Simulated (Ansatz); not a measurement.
Density of states of CsBr (Pm-3m) above the conduction band minimum, PBEsol, rigid bands (Ansatz, a program for electronic structure); cell volume 76.4 Å³.

(energy from edge (eV), 10⁻³ states/eV/cell): (0.006, 6.47); (0.031, 15.0); (0.056, 19.3); (0.081, 25.2); (0.106, 28.1); (0.131, 31.9); (0.156, 36.3); (0.181, 39.5); (0.206, 42.7); (0.231, 45.5); (0.256, 49.0); (0.281, 52.7); (0.319, 58.5); (0.344, 138); (0.369, 181); (0.394, 210); (0.419, 241); (0.444, 265); (0.469, 289); (0.494, 312); (0.519, 335); (0.544, 353); (0.569, 376); (0.594, 400)

Q: What effective density of states at 300 K does this give (∫ g(E) exp(−E/k_BT) dE, both spins, divided by the cell's size)?

A: 4.1e18 cm⁻³, a density-of-states mass of 0.30 mₑ, valleys and band degeneracy included.

Spin-orbit coupling is left out. Geometry: cell and atoms relaxed with PBEsol.
